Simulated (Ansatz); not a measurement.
**Ag: response to strain**

Start from Ag in the fcc (Cu type) structure (space group Fm-3m, No. 225; a = 4.001 Å; relaxed with 0.1 eV smearing). Axes: x, y, z lie along the cube axes.

Strains are applied to the cell and any free atomic positions relax.

Method: LDA (Ansatz, an electronic-structure program; PAW; 420 eV plane waves; no spin-orbit coupling).

Notes on the quantities. energy relative to the base: free energy F; pressure: mean of the normal stresses, compression positive.

```tsv
variant	energy relative to the base	shortest interatomic distance	pressure
base	0 meV/atom	2.829 Å	0.0 GPa
uniaxial strain ε_zz = −3.00 %	+8.1 meV/atom	2.787 Å	4.7 GPa
uniaxial strain ε_zz = −2.50 %	+5.5 meV/atom	2.794 Å	3.8 GPa
uniaxial strain ε_zz = −1.50 %	+2.0 meV/atom	2.808 Å	2.2 GPa
uniaxial strain ε_zz = −1.00 %	+0.9 meV/atom	2.815 Å	1.4 GPa
uniaxial strain ε_zz = −0.50 %	+0.2 meV/atom	2.822 Å	0.7 GPa
uniaxial strain ε_zz = +0.50 %	+0.2 meV/atom	2.829 Å	-0.7 GPa
uniaxial strain ε_zz = +1.00 %	+0.8 meV/atom	2.829 Å	-1.3 GPa
uniaxial strain ε_zz = +1.50 %	+1.8 meV/atom	2.829 Å	-2.0 GPa
uniaxial strain ε_zz = +2.50 %	+5.0 meV/atom	2.829 Å	-3.2 GPa
```

Stability against distortions was not tested.
